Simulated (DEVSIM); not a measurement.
Structure: Ge n-i-p diode, at 300 K.

Layer 1 from the left is Ge, thickness (μm) 1.90, Nd (cm⁻³) 4.6e17, τn (s) 0.00022, τp (s) 0.00022. Layer 2 from the left is Ge, thickness (μm) 0.320, Na (cm⁻³) 1e12, τn (s) 0.00022, τp (s) 0.00022. Layer 3 from the left is Ge, thickness (μm) 0.240, Na (cm⁻³) 2.8e17, τn (s) 0.00022, τp (s) 0.00022.

Left contact: ohmic. Right contact: ohmic. Voltage is applied to the left contact. Recombination: SRH at mid-gap, radiative. Mobility is μmin + (μ − μmin)/(1 + (N/Nref)^α).

The device is made up for the run: typed textbook-type constants, with dimensions and the other settings drawn at random. Values at 300 K.

Ge: gap (eV) 0.664, affinity (eV) 4, permittivity 16, Nc (cm⁻³) 1.04e19, Nv (cm⁻³) 6e18, μn (cm²/Vs) 3900, μp (cm²/Vs) 1900, μn,min 150, μp,min 100, Nref,n 2.6e17, Nref,p 4e17, αn 0.56, αp 0.6, B (cm³/s) 6.4e-14.

DEVSIM, 1D drift-diffusion, Boltzmann statistics, complete ionisation; no tunnelling, impact ionisation, image-force lowering or self-heating.

What does the simulation give for the dark forward voltage at 100 A/cm², the potential step across the device at zero bias?

dark forward voltage at 100 A/cm² 0.313 V; potential step across the device at zero bias 0.504 V.
